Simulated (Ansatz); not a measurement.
```
CELL_PARAMETERS angstrom
      0.00000     1.77690     1.77690
      1.77690     0.00000     1.77690
      1.77690     1.77690     0.00000
ATOMIC_POSITIONS crystal
  C  0.00000 0.00000 0.00000
  C  0.25000 0.25000 0.25000
```

These are PBE, rigid bands (plane waves, PAW, scalar-relativistic; Ansatz, a program for electronic structure) values and carry that method's errors. How the cell was made: cell and atoms relaxed with PBEsol.

Task: Predict the electron conductivity mass (n e² τ/σ) at 300 K, by direction if it differs.

Result: 0.41 mₑ.

Task: Predict the hole conductivity mass (n e² τ/σ) at 300 K, by direction if it differs.

Result: 0.49 mₑ.

Task: And the band gap?

Result: 4.16 eV at this level; semilocal functionals usually fall short of the measured gap.

Rigid bands, one relaxation time for all states, no polarons. Spin-orbit coupling is left out. Geometry: cell and atoms relaxed with PBEsol.
